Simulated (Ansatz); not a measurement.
BeTe in the rock salt structure (space group Fm-3m, No. 225; a hypothetical phase, not in the database extracts checked)

BeTe has the cubic space group Fm-3m (No. 225), the rock salt structure, Pearson symbol cF8. Cell: a = 5.370 Å, b = 5.370 Å, c = 5.370 Å, α = 90.00°, β = 90.00°, γ = 90.00°. Te on 4a is coordinated by 6 Be at 2.685 Å (octahedral). Be on 4b has 6 Te at 2.685 Å (octahedral). (Neighbours: up to the widest gap in distance over summed covalent radii, below 1.35, at either atom; cation-cation and far metal-metal contacts left out.)
(The calculation used a cell of 2 atoms; values per cell refer to that cell.)

All numbers come from r2SCAN (Ansatz, an electronic-structure program, PAW, spin-orbit coupling left out). Settings: 15×15×15 k-points, 0.05 eV Fermi–Dirac smearing.

- Volume per atom: 19.36 Å³
- Density: 5.86 g/cm³
- Band gap: zero
- Total energy: -3543.955 eV/atom (σ→0; compares only within this code and set-up)

Stability against distortions was not tested. All final runs are without spin polarisation.
